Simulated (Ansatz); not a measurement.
Consider ZnGeP₂ in the chalcopyrite structure (space group I-42d, No. 122; a = 5.374 Å, c = 10.625 Å).

All numbers come from plane-wave PAW DFT at the LDA level (Ansatz, a quantum-chemistry and plane-wave program, 420 eV), scalar-relativistic without spin-orbit coupling.

One change was made to it. Results:

The volume per atom shrinks by 1.54 Å³, from 19.18 Å³ to 17.64 Å³; the valence-band top at Γ (three highest levels, from the VBM) becomes 0.00, -0.06, -0.06 eV (base: 0.00, -0.07, -0.07 eV); the width of the top valence band increases by 0.22 eV, from 1.56 eV to 1.78 eV.

Question: What was done to the base?
A. pressure 2.1 GPa
B. pressure 30 GPa
C. pressure 9 GPa
D. pressure −2 GPa

Answer: C, pressure 9 GPa. For comparison, the volume per atom in the other runs: pressure −2 GPa gives 19.64 Å³; pressure 30 GPa gives 15.53 Å³; pressure 2.1 GPa gives 18.75 Å³.

The levels and masses belong to the bands next to the band gap. Load acts through the strain it causes; cell and atoms are relaxed under it. Whether these cells are dynamically stable was not tested. Competing high-pressure phases were not computed.
